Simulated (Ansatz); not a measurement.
Consider the following.

End structure of a constructed model of the (100) surface of fcc Ag, a pseudomorphic layer of Nb in the host's stacking (bottom of the slab: a bare face, its two planes held):

```
CELL_PARAMETERS angstrom
      2.93338     0.00000     0.00000
      0.00000     2.93338     0.00000
      0.00000     0.00000    29.00000
ATOMIC_POSITIONS crystal
  Ag 0.50000 0.50000 0.27895
  Ag 0.00000 0.00000 0.35047
  Ag 0.50000 0.50000 0.42229
  Ag 0.00000 0.00000 0.49417
  Ag 0.50000 0.50000 0.56568
  Ag 0.00000 0.00000 0.63740
  Nb 0.50000 0.50000 0.70931
```

Model: 7-atom slab, 12.8 Å thick at the start, 13x13x1 mesh, Fermi-Dirac 0.1 eV, dipole correction, single point; on the structure that PBE left under its start's symmetry; no spin, no spin-orbit, no U. It is one candidate, not shown to be the stable structure of the face.

Problem. What work function of the top face does r2SCAN, at the PBE geometry in Ansatz (a program for electronic structure) give?

Solution. 4.58 eV
